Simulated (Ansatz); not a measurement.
Start from Ti$_{3}$Al (space group P6_3/mmc, No. 194).

```cif
data_Al2Ti6
_chemical_formula_sum 'Ti6 Al2'
_space_group_name_H-M_alt 'P 1'
_space_group_IT_number 1
_cell_length_a 5.68760
_cell_length_b 5.68760
_cell_length_c 4.60837
_cell_angle_alpha 90.000
_cell_angle_beta 90.000
_cell_angle_gamma 120.000
loop_
_space_group_symop_operation_xyz
  'x, y, z'
loop_
_atom_site_label
_atom_site_type_symbol
_atom_site_fract_x
_atom_site_fract_y
_atom_site_fract_z
_atom_site_occupancy
Ti1 Ti 0.83032 0.66064 0.25000 1
Ti2 Ti 0.16968 0.83032 0.75000 1
Ti3 Ti 0.33936 0.16968 0.25000 1
Ti4 Ti 0.16968 0.33936 0.75000 1
Ti5 Ti 0.83032 0.16968 0.25000 1
Ti6 Ti 0.66064 0.83032 0.75000 1
Al1 Al 0.33333 0.66667 0.25000 1
Al2 Al 0.66667 0.33333 0.75000 1
```

Computed with Kohn–Sham DFT with the PBEsol functional, run in Ansatz (an electronic-structure program) with PAW and 420 eV plane waves, no spin-orbit coupling.

For the base:

| Property | Value |
|---|---|
| Pressure | 0.0 GPa |
| Band gap | zero |

The change: every lattice vector is shortened by 0.77 %, atoms relaxed at fixed cell.

### Question
Predict the new energy relative to the base, pressure and band gap.

### Answer
The energy rises by 3.3 meV/atom; the pressure (mean of the normal stresses, compression positive) goes from zero to 2.9 GPa; the band gap is still zero.

The cells carry an imposed strain or load. Whether these cells are dynamically stable was not tested. The final runs are not spin-polarised.
